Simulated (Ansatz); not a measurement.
GaAs, response to strain

Start from GaAs in the zinc blende structure (space group F-43m, No. 216).

```
CELL_PARAMETERS angstrom
      0.00000     2.82951     2.82951
      2.82951     0.00000     2.82951
      2.82951     2.82951     0.00000
ATOMIC_POSITIONS crystal
  As 0.75000 0.75000 0.75000
  Ga 0.00000 0.00000 0.00000
```

Cartesian axes are those of the cell as printed.

Strains are applied to the cell and any free atomic positions relax; under biaxial strain the out-of-plane vector relaxes too.

The values are results of DFT with PBEsol, PAW potentials and a 420 eV plane-wave cutoff in Ansatz (an electronic-structure program), no spin-orbit coupling, not measurements.

Notes on the quantities. energy relative to the base: free energy F.

| variant | band gap | energy relative to the base | gap character |
|---|---|---|---|
| base | 0.42 eV | 0 meV/atom | direct at Γ |
| biaxial strain −0.80 %, plane normal [111], relaxed out of plane | 0.48 eV | +1.5 meV/atom | direct at Γ |
| biaxial strain −0.13 %, plane normal [111], relaxed out of plane | 0.43 eV | 0.0 meV/atom | direct at Γ |
| isotropic strain −4.65 % | 1.05 eV | +113 meV/atom | indirect, Γ → X |
| isotropic strain −1.13 % | 0.68 eV | [?] | direct at Γ |
| uniaxial strain ε_xx = −2.65 % | [?] | +5.6 meV/atom | direct at Γ |
| uniaxial strain ε_xx = −0.48 % | 0.44 eV | +0.2 meV/atom | direct at Γ |
| uniaxial strain ε_yy = −0.73 % | 0.45 eV | +0.4 meV/atom | direct at Γ |
| uniaxial strain ε_zz = +5.69 % | zero | +24 meV/atom | – |
| tensor shear ε_xz = +2.65 % | 0.17 eV | +11 meV/atom | direct at Γ |

Task: Some entries are withheld; estimate them.

Result: 
- isotropic strain −1.13 %, energy relative to the base: +5.9 meV/atom
- uniaxial strain ε_xx = −2.65 %, band gap: 0.52 eV

Whether these cells are dynamically stable was not tested. All final runs are without spin polarisation. The zero or small gap of GaAs under uniaxial strain ε_zz = +5.69 % and GaAs under tensor shear ε_xz = +2.65 % can change with the level of theory. Labels are those of the standard path for the cell's own space group.
